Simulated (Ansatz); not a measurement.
Functionals compared on a constructed model of the (0001) surface of 4H silicon carbide, Si-terminated, (√3x√3)R30° Al adatom at T4 (bottom of the slab: 3 H on 3 bottom sites), in Ansatz (plane waves, PAW). The structure was relaxed with PBE; the other rows are single points on it. Cutoff 420 eV (500 eV for r2SCAN). HSE06 used the coarser mesh 4x4x1.

Slab: 28 atoms, 11.0 Å thick at the start with caps and adatoms (thin: gaps and levels are the slab's own); k 6x6x1, smearing 0.025 eV, dipole-corrected; 6 atoms held, the rest relaxed; start symmetry kept, larger cells not searched; no spin, no spin-orbit, no U. In PBE it is, or lies within 0.01 eV a 1x1 cell of, the lowest of the 2 structures of its composition computed so far; subsurface sites and larger cells were not tried. These notes are the PBE run's.

| functional | gap of the slab on its k-mesh (eV) | highest filled level below the top vacuum level (eV) | rough cost of the single point |
|---|---|---|---|
| PBE | 1.80 | 4.61 | – |
| r2SCAN | ? | ? | about 100 core-seconds (a rough figure) |

Problem. What belongs in the gaps?

Solution. 
- r2SCAN, gap of the slab on its k-mesh (eV): 2.05
- r2SCAN, highest filled level below the top vacuum level (eV): 4.76

Ansatz is a program for electronic structure.
